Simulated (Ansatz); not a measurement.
## Elastic constant C44 of rutile MgH2 at several levels of theory

No measured value is used here.

```csv
level (code),value (GPa),cell (Å³/atom)
LDA (Ansatz),38.1,9.72
PBE (Ansatz),36.0,10.24
PBEsol (Ansatz),36.3,10.04
r²SCAN (Ansatz),(withheld),10.04
```

Question: What belongs in the gaps?

Answer: 
- r²SCAN (Ansatz, an electronic-structure program), value (GPa): 40.4

Each level is taken at its own relaxed cell. Cutoffs differ between the levels. Ansatz's density-functional and Hartree–Fock values are scalar-relativistic unless marked +SOC, with PAW data made under PBE.
